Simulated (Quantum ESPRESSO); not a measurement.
Input and output of a self-consistent single point for ZrGeS (P4/nmm, 6 atoms in the cell) (Quantum ESPRESSO).

Level of theory: PBEsol, PSlibrary ultrasoft (PBE) pseudopotentials (plane waves; Quantum ESPRESSO 7.5).

The change in words: lattice scaled by 0.98. Reference geometry:
```
ZrGeS
1.0
    3.54845     0.00000     0.00000
    0.00000     3.54845     0.00000
    0.00000     0.00000     7.87235
Zr Ge S
2 2 2
Direct
  0.00000   0.50000   0.72519
  0.50000   0.00000   0.27481
  0.50000   0.50000   0.00000
  0.00000   0.00000   0.00000
  0.00000   0.50000   0.37856
  0.50000   0.00000   0.62144
```

Reference input (self-consistent single point, DFT, PBEsol, plane waves, PSlibrary ultrasoft (PBE) pseudopotentials): ecutwfc = 55 Ry; ecutrho = 330 Ry; occupations = smearing; smearing = fermi-dirac; degauss = 0.0099958 Ry; input_dft = pbesol; K_POINTS = automatic 7 7 3 0 0 0; conv_thr = 1e-10 Ry. This run's input differs from it in these lines:

```diff
@@ -27,3 +27,3 @@
 ATOMIC_POSITIONS alat
-Zr    0.00000000    0.50000000    1.60885745
+Zr    0.00000000    0.50000000    1.60885746
 Zr    0.50000000    0.00000000    0.60967487
@@ -31,4 +31,4 @@
 Ge    0.00000000    0.00000000    0.00000000
-S     0.00000000    0.50000000    0.83984759
-S     0.50000000    0.00000000    1.37868472
+S     0.00000000    0.50000000    0.83984760
+S     0.50000000    0.00000000    1.37868473
 K_POINTS automatic
@@ -36,5 +36,5 @@
 CELL_PARAMETERS bohr
-   6.70559867     0.00000000     0.00000000
-   0.00000000     6.70559867     0.00000000
-   0.00000000     0.00000000    14.87658735
+   6.57148669     0.00000000     0.00000000
+   0.00000000     6.57148669     0.00000000
+   0.00000000     0.00000000    14.57905564
```

Output (repeated stretches shortened):

```
     Self-consistent Calculation

     iteration #  1     ecut=    55.00 Ry     beta= 0.70

---- Real-time Memory Report at c_bands before calling an iterative solver
           249 MiB given to the printing process from OS
            83 MiB allocation reported by mallinfo(arena+hblkhd)
------------------

     Threshold (ethr) on eigenvalues was too large:
     Diagonalizing with lowered threshold

---- Real-time Memory Report at c_bands before calling an iterative solver
           295 MiB given to the printing process from OS
            97 MiB allocation reported by mallinfo(arena+hblkhd)
------------------

   [... lines left out ...]

---- Real-time Memory Report at c_bands before calling an iterative solver
           310 MiB given to the printing process from OS
           111 MiB allocation reported by mallinfo(arena+hblkhd)
------------------

     total energy              =    -264.23410680 Ry
     estimated scf accuracy    <          1.3E-09 Ry

     iteration # 12     ecut=    55.00 Ry     beta= 0.70

---- Real-time Memory Report at c_bands before calling an iterative solver
           310 MiB given to the printing process from OS
           111 MiB allocation reported by mallinfo(arena+hblkhd)
------------------
     End of self-consistent calculation

     the Fermi energy is    14.5382 ev

!    total energy              =    -264.23410680 Ry
     estimated scf accuracy    <          8.5E-11 Ry
     smearing contrib. (-TS)   =      -0.00533257 Ry
     internal energy E=F+TS    =    -264.22877423 Ry

     convergence has been achieved in  12 iterations

     Forces acting on atoms (cartesian axes, Ry/au):

     atom    1 type  1   force =     0.00000000    0.00000000   -0.02033474
     atom    2 type  1   force =     0.00000000    0.00000000    0.02033474
     atom    3 type  2   force =     0.00000000    0.00000000    0.00000000
     atom    4 type  2   force =     0.00000000    0.00000000    0.00000000
     atom    5 type  3   force =     0.00000000    0.00000000    0.00847681
     atom    6 type  3   force =     0.00000000    0.00000000   -0.00847681

     Total force =     0.031156     Total SCF correction =     0.000035

          total   stress  (Ry/bohr**3)                   (kbar)     P=      192.57
   0.00130543   0.00000000   0.00000000          192.04        0.00        0.00
   0.00000000   0.00130543   0.00000000            0.00      192.04        0.00
   0.00000000   0.00000000   0.00131636            0.00        0.00      193.64

   JOB DONE.
```

The run converged in 12 iterations. Against the reference run the free energy goes up by 81.3 meV/atom, the pressure goes from 7.86 to 19.26 GPa and the largest force goes from 0.356 to 0.523 eV/Å.

The starting cell comes from a database of computed structures (which also holds hypothetical and non-ambient phases and stackings), without a prior relaxation at this level. Its lattice was rescaled by a random factor within 2.5 % of one. For this run, on top of that: lattice scaled by 0.98. With a pressure of about 19 GPa the cell is away from its equilibrium volume at this level.

Cost on one core of a shared machine: roughly 60 s.
